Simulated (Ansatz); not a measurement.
CdMoO₄ (I4₁/a, No. 88)

Computed with PBEsol (Ansatz, an electronic-structure program, plane waves, PAW).

Numerical settings: plane-wave cutoff 520 eV, 10×10×10 k mesh, Fermi–Dirac smearing 0.01 eV, no spin polarisation, scalar-relativistic PAW data made under PBE.

Cell: relaxed at this level.

```yaml
band_gap: 2.33 eV
smallest_direct_gap_on_the_k_points_sampled: 2.39 eV
direct gap at Γ: 2.40 eV
equilibrium_lattice_constant_a: 5.151 Å
c axis length: 11.086 Å
```

Spin–orbit coupling is not included.
